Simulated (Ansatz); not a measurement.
Start from SiO2 in the rutile structure (space group P4_2/mnm, No. 136).

```yaml
crystal:
  lattice:
    - [4.15488, 0.00000, 0.00000]
    - [0.00000, 4.15488, 0.00000]
    - [0.00000, 0.00000, 2.66145]
  atoms:
    - { symbol: Si, position: [0.00000, 0.00000, 0.00000] }
    - { symbol: Si, position: [0.50000, 0.50000, 0.50000] }
    - { symbol: O, position: [0.30558, 0.30558, 0.00000] }
    - { symbol: O, position: [0.80558, 0.19442, 0.50000] }
    - { symbol: O, position: [0.19442, 0.80558, 0.50000] }
    - { symbol: O, position: [0.69442, 0.69442, 0.00000] }
```

Cartesian axes are those of the cell as printed.

Computed with Ansatz (a program for electronic structure) LDA, without spin-orbit coupling.

Base values:

| Item | Value |
|---|---|
| Band gap | 5.81 eV |
| Electron mass | 0.40 mₑ along c, 0.52 mₑ across (at Γ) |
| Hole mass | 1.7 mₑ along c, 1.1 mₑ across (at Γ) |

One thing is altered: the cell is compressed by 3.00 % along x with no lateral relaxation, atoms relaxed at fixed cell.

Q: How does this affect the band gap?

A: The band gap increases by 0.49 eV to 6.30 eV.

Q: How does this affect the electron mass?

A: The electron mass changes from 0.40 mₑ along c, 0.52 mₑ across (at Γ) to 0.60 mₑ along x, 0.51 mₑ along y, 0.40 mₑ along z (at Γ).

Q: Estimate the effect on the hole mass.

A: The hole mass becomes 1.4 mₑ along x, 0.87 mₑ along y, 1.5 mₑ along z (at Γ) (base: 1.7 mₑ along c, 1.1 mₑ across (at Γ)).

Q: Estimate the effect on the stress.

A: The stress (xx, yy, zz, yz, xz, xy; compression positive) amounts to (14.56, 7.70, 5.94, 0.00, 0.00, 0.00) GPa.

The cells carry an imposed strain or load. Effective masses come from finite differences of ±0.01 Å⁻¹. No phonon test of stability was made.
